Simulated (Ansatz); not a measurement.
## SnS2 in the rutile structure (space group P4_2/mnm, No. 136; a hypothetical phase, not in the database extracts checked)

Space group P4₂/mnm (No. 136); a = b = 6.0706 Å, c = 3.7876 Å, α = β = γ = 90.00°

```csv
atom,site,symmetry,x,y,z
Sn,2a,m.mm,0.0000,0.0000,0.0000
S,4f,m.2m,0.3067,0.3067,0.0000
```

Calculations: plane-wave PAW DFT at the PBEsol level (Ansatz, a quantum-chemistry and plane-wave program, 420 eV), no spin-orbit coupling. k-mesh 6×6×9 (Γ-centred); smearing 0.05 eV (Fermi–Dirac).

The volume per atom is 23.26 Å³ and the density comes out as 4.35 g/cm³. The band gap is zero and the total energy is -2573.430 eV/atom (σ→0; compares only within this code and set-up).

Stability against distortions was not tested. The final runs are not spin-polarised. A zero or small gap of SnS2 can be the functional's error rather than a property of the material.
